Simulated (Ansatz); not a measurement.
An Ansatz (a first-principles code) run: Ba with a change (Ba → Na); PBEsol (Ansatz, PAW, no spin-orbit coupling).

Input:

Ansatz 0.2 input:
```yaml
crystal:
  lattice:
    - [-2.0853001188, 2.0853001188, 2.0853001188]
    - [2.0853001188, -2.0853001188, 2.0853001188]
    - [2.0853001188, 2.0853001188, -2.0853001188]
  atoms:
    - { symbol: Na, position: [0, 0, 0] }
basis: { ecutwfc: 420, ecutrho_ratio: 4, xc_grid: 2, fft_grid_basis: typed }
kpoints: { mp_grid: { grid: [16, 16, 16] } }
hamiltonian:
  xc: pbesol
  dispersion: none
  pseudopotentials: { kind: paw }
scf: { occupations: { method: fermi_dirac, width: 0.05 }, convergence: { dr2_threshold: 0.0000000001 } }
output: { forces: true, stress: true }
checkpoint: { write: state.ck, write_every: 1000 }
```

Output:

```
WARN ansatz: RAYON_NUM_THREADS=1 ignored (pool sized by the plan → 1); use --threads N
Pseudopotentials: kind: paw
Pseudopotential: Na, paw, valence charge 9
Functional definition: PBEsol
Crystal: 1 atoms, lattice volume = 36.272 Å³
Basis set: ecut = 420 eV, 683 PW (Γ), exchange–correlation on 50×50×50 points (8 copies of the dense FFT grid, shifted against one another)
Bands: 9, of which v1, the nominal top of the filled ones, is band 5 counted from 1 (4 counted from 0)
Symmetry: 48 space group operations
Space group: Im-3m (ITA 229), of the structure as read, at distance tolerance 3.3e-5 Å
k-points: 145 of 4096
PAW frozen core: Na, regenerated for the run's functional, and the local potential with it
Initial density: superposition of atomic densities (neutral atoms: chi_scale 0, normalization atom), corrected by the library's trained network
Initial wavefunctions: pseudopotential atomic-orbital guess
Eigensolver: davidson
Functional: x = pbesol(κ = 0.804, μ = 0.12345679012345678), c = pbesol(β = 0.046)
SCF iter   1: F=—  HF=-1475.872147 eV  |F-HF|=—  |Δ(HF+E_count)|=         —  Δρ=1.69e-3  dr2=4.60e-4  ethr=1.77e-3  ⟨swp⟩=5.1  Hψ=8473  notcnv=0
all-band conjugate gradients solve this SCF's bands
preconditioner: auto → Kerker (q_TF=auto, 2.163 Å⁻¹)
SCF iter   2: F=—  HF=-1475.871621 eV  |F-HF|=—  |Δ(HF+E_count)|=   5.26e-4  Δρ=5.66e-4  dr2=7.44e-5  ethr=5.11e-6  ⟨swp⟩=2.4  Hψ=3156  notcnv=0
SCF iter   3: F=—  HF=-1475.871607 eV  |F-HF|=—  |Δ(HF+E_count)|=   1.34e-5  Δρ=1.42e-4  dr2=9.86e-6  ethr=8.26e-7  ⟨swp⟩=2.0  Hψ=1723  notcnv=0  defer=3
SCF iter   4: F=—  HF=-1475.871608 eV  |F-HF|=—  |Δ(HF+E_count)|=   1.06e-6  Δρ=1.09e-4  dr2=1.91e-6  ethr=1.10e-7  ⟨swp⟩=2.0  Hψ=1856  notcnv=0  defer=3
SCF iter   5: F=—  HF=-1475.871608 eV  |F-HF|=—  |Δ(HF+E_count)|=   2.35e-7  Δρ=2.64e-5  dr2=1.13e-7  ethr=2.12e-8  ⟨swp⟩=2.0  Hψ=1856  notcnv=0  defer=3
SCF iter   6: F=—  HF=-1475.871609 eV  |F-HF|=—  |Δ(HF+E_count)|=   6.87e-7  Δρ=9.09e-6  dr2=1.23e-8  ethr=1.25e-9  ⟨swp⟩=2.0  Hψ=1900  notcnv=0  defer=3
SCF iter   7: F=—  HF=-1475.871609 eV  |F-HF|=—  |Δ(HF+E_count)|=   7.64e-9  Δρ=1.18e-6  dr2=2.25e-10  ethr=1.37e-10  ⟨swp⟩=2.0  Hψ=1856  notcnv=0  defer=3
SCF iter   8: F=-1475.871609 eV  HF=-1475.871609 eV  |F-HF|=0.00e0  |Δ(HF+E_count)|=  1.03e-10  Δρ=5.13e-8  dr2=7.27e-13  ethr=1.11e-12  ⟨swp⟩=4.0  Hψ=3631  notcnv=0
SCF 1 converged in 8 iterations: F = -1475.871609 eV  dr2 = 7.27e-13
SCF converged after 8 iterations
Free energy (F): -1475.871609 eV
Harris-Foulkes:  -1475.871609 eV  (|F-HF|=0.00e0)
Internal energy: -1475.867844 eV  (E = F + TS)
E sigma→0 (E₀):  -1475.869727 eV
Entropy (-TS):   -0.003764 eV (-3.764 meV/atom)
Fermi energy:    1.808620 eV
--- Per-component energies (eV) ---
  E_band       = -239.166490
  E_kinetic    = 120.204893
  E_local      = -1436.503197  (includes V_loc(G=0)·N_el)
  E_nonlocal   = 115.871898
  E_hartree    = 524.506079
  E_xc         = -37.667511
  E_vxc        = -48.687439  (∫ρ·V_xc dr)
  E_paw        = -253.451406  (= ΣΔE_a)
  E_vpaw       = -39.064772  (= ΣTr[D̂ρ^β])
  E_aug_tail   = -0.000022  (compensation charges beyond the density's cutoff)
  E_ewald      = -508.883272
  E_core_change = 0.054694  (= ΣΔE_core)
  E_smearing   = -0.003764  (= −TS)
  E_closure    = -0.000000  (closes the sum)
  Σ components = -1475.871609   (vs F -1475.871609, Δ=0.00e0)
  [band-id]    e_kinetic+e_local+e_nonlocal+2·e_hartree+e_vxc+e_vpaw+e_augmentation_tail = -239.166480   (vs E_band -239.166490, Δ=9.57e-6)
--- Forces (eV/Å), atoms counted from 1 ---
  atom   1  Na     0.00000000     0.00000000    -0.00000000
  max |Σ_I F_I| component: 1.95e-32 eV/Å
--- Stress (GPa, compression-positive) ---
        0.000821       0.000000      -0.000000
       -0.000000       0.000821       0.000000
       -0.000000      -0.000000       0.000821
  P = ⅓ Tr σ = 0.0008 GPa (0.008 kbar)
  The stress holds the Pulay correction. Without it, at fixed plane waves, as pw.x and ABINIT print it: P = -0.0003 GPa
  The stress includes an estimate of the error left by incomplete SCF convergence (largest component -0.0000 GPa).
--- Band table ---
  band table: none
```

Whether these cells are dynamically stable was not tested. The cell was made from Ba by this change: Ba → Na.
